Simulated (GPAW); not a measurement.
# Worked example: self-consistent single point of NbH (Cmme, 4 atoms in the cell) in GPAW

Method of the run: LDA (Perdew-Wang 92), GPAW PAW datasets LDA (gpaw-data 1.0.1) (plane waves; GPAW 25.7.0).

Input:

```python
from ase import Atoms
from ase.units import GPa
from gpaw import GPAW

atoms = Atoms(['Nb', 'Nb', 'H', 'H'],
              cell=[[1.854223, -2.404687, 0.000000],
                    [1.854223, 2.404687, 0.000000],
                    [0.000000, 0.000000, 4.827290]],
              scaled_positions=[[0.750000, 0.250000, 0.268840],
                                [0.250000, 0.750000, 0.731160],
                                [0.250000, 0.250000, 0.000000],
                                [0.750000, 0.750000, 0.000000]],
              pbc=True)

calc = GPAW(mode={'name': 'pw', 'ecut': 800},
            xc='LDA',
            kpts=(11, 11, 7),
            occupations={'name': 'methfessel-paxton', 'width': 0.136, 'order': 0},
            nbands=-12,
            convergence={'forces': 0.001},
            symmetry={'symmorphic': False, 'tolerance': 0.0005},
            maxiter=150)

atoms.calc = calc

energy = atoms.get_potential_energy()
print('Energy (eV):', round(energy, 6))
forces = atoms.get_forces()
print('Forces (eV/Ang):')
print(forces.round(5))
stress = atoms.get_stress()
print('Stress (GPa, Voigt):', (stress / GPa).round(4))
```

The program printed (abridged):

```
Input parameters:
  convergence: {forces: 0.001}
  kpts: [11 11  7]
  maxiter: 150
  mode: {ecut: 800,
         name: pw}
  nbands: -12
  occupations: {name: methfessel-paxton,
                order: 0,
                width: 0.136}
  symmetry: {symmorphic: False,
             tolerance: 0.0005}

species:
  Nb:
    name: Niobium
    Z: 41.0
    valence: 13
    core: 28
    charge: 0.0
    file: Nb.LDA.gz

    # Using partial waves for Nb as LCAO basis

  H:
    name: Hydrogen
    Z: 1.0
    valence: 1
    core: 0
    charge: 0.0
    file: H.LDA.gz

    # Using partial waves for H as LCAO basis

Reference energy: -207615.318034  # eV

Spin-paired calculation

Convergence criteria:
 Maximum [total energy] change in last 3 cyles: 0.0005 eV / valence electron
 Maximum integral of absolute [dens]ity change: 0.0001 electrons / valence electron
 Maximum integral of absolute [eigenst]ate change: 4e-08 eV^2 / valence electron
 Maximum change in the atomic [forces] across last 2 cycles: 0.001 eV/Ang OR
Maximum error relative to the maximum force is below inf
 Maximum number of scf [iter]ations: 150

Symmetries present (total): 8
Symmetries with fractional translations: 4
847 k-points: 11 x 11 x 7 Monkhorst-Pack grid
144 k-points in the irreducible part of the Brillouin zone
       k-points in crystal coordinates                weights
   0:     0.00000000    0.00000000    0.00000000          1/847
   1:     0.00000000    0.00000000    0.14285714          2/847
   2:     0.00000000    0.00000000    0.28571429          2/847
   [... 7 lines left out ...]
          ...
 143:     0.45454545    0.45454545    0.42857143          4/847

Wave functions: Plane wave expansion
  Cutoff energy: 800.000 eV
  Number of coefficients (min, max): 2161, 2238
  Pulay-stress correction: 0.000000 eV/Ang^3 (de/decut=0.000000)

Occupation numbers: Methfessel-Paxton:
  width: 0.1360  # eV
  order: 0

Eigensolver

Densities:
  Coarse grid: 20*20*32 grid
  Fine grid: 40*40*64 grid
  Total Charge: 0.000000

Density mixing:
  Method: separate
  Backend: pulay
  Linear mixing parameter: 0.05
  old densities: 5
  Damping of long wavelength oscillations: 50

Hamiltonian:
  XC and Coulomb potentials evaluated on a 40*40*64 grid
  External potential:
    NoExternalPotential

Number of atoms: 4
Number of atomic orbitals: 28
Number of bands in calculation: 26
Number of valence electrons: 28
Bands to converge: occupied

Density initialized from atomic densities
  26 bands from LCAO basis set

Atomic positions and initial magnetic moments

Positions:
   0 Nb     1.854223   -1.202344    1.297769    ( 0.0000,  0.0000,  0.0000)
   1 Nb     1.854223    1.202344    3.529521    ( 0.0000,  0.0000,  0.0000)
   2 H      0.927111    0.000000    0.000000    ( 0.0000,  0.0000,  0.0000)
   3 H      2.781334    0.000000    0.000000    ( 0.0000,  0.0000,  0.0000)

Unit cell:
           periodic     x           y           z      points  spacing
  1. axis:    yes    1.854223   -2.404687    0.000000    20     0.1468
  2. axis:    yes    1.854223    2.404687    0.000000    20     0.1468
  3. axis:    yes    0.000000    0.000000    4.827290    32     0.1509

  Lengths:   3.036554   3.036554   4.827290
  Angles:   90.000000  90.000000 104.729298

Effective grid spacing dv^(1/3) = 0.1498

     iter     time        total  log10-change:
                         energy   eigst   dens  force
iter:   1 --:--:--   -33.136514
iter:   2 --:--:--   -32.727621   -1.39  -1.03
iter:   3 --:--:--   -30.888392   -0.67  -1.06
iter:   4 --:--:--   -30.830254   -2.77  -1.70
iter:   5 --:--:--   -30.715398   -2.35  -1.73
iter:   6 --:--:--   -30.719899   -3.51  -2.12
iter:   7 --:--:--   -30.702614   -2.45  -2.18
iter:   8 --:--:--   -30.699008   -4.50  -2.58
iter:   9 --:--:--   -30.697639c  -3.36  -2.81
iter:  10 --:--:--   -30.696813c  -3.92  -2.84
iter:  11 --:--:--   -30.696626c  -5.23  -3.37
iter:  12 --:--:--   -30.696627c  -7.41c -4.03c
iter:  13 --:--:--   -30.696632c  -6.87  -4.06c
iter:  14 --:--:--   -30.696628c  -6.61  -4.15c
iter:  15 --:--:--   -30.696628c  -7.61c -4.38c -3.66c

Converged after 15 iterations.

Dipole moment: (-0.000000, 0.000000, 0.000000) |e|*Ang

Energy contributions relative to reference atoms: (reference = -207615.318034)

Kinetic:         -4.244002
Potential:       -7.538153
External:        +0.000000
XC:             -18.791409
Entropy (-ST):   -0.009010
Local:           -0.118559
SIC:             +0.000000
--------------------------
Free energy:    -30.701133
Extrapolated:   -30.696628

Showing only first 2 kpts
 Kpt  Band  Eigenvalues  Occupancy
  0    12      9.26681    2.00000
  0    13      9.34344    2.00000
  0    14     10.45550    0.00019
  0    15     11.07216    0.00000

  1    12      9.08805    2.00000
  1    13      9.43374    2.00000
  1    14     10.45611    0.00019
  1    15     11.10875    0.00000

Fermi level: 10.09686

No gap
No difference between direct/indirect transitions
Energy (eV): -30.696628

Forces in eV/Ang:
  0 Nb    0.00000    0.00000   -0.06974
  1 Nb    0.00000   -0.00000    0.06974
  2 H     0.00000    0.00000    0.00000
  3 H     0.00000    0.00000    0.00000

Stress tensor:
     0.080073     0.000000     0.000000
     0.000000     0.081280    -0.000000
     0.000000    -0.000000     0.084805
Stress (GPa, Voigt): [12.8292 13.0225 13.5872 -0.      0.      0.    ]
```

The run converged in 15 iterations. GPAW prints stress with tension positive.

The starting cell comes from a database of computed structures (which also holds hypothetical and non-ambient phases and stackings), without a prior relaxation at this level. Its lattice was rescaled by a random factor within 2.5 % of one. Spin polarisation is off. With a pressure of about -13 GPa the cell is away from its equilibrium volume at this level.

Cost on one core of a shared machine: roughly 2 min.
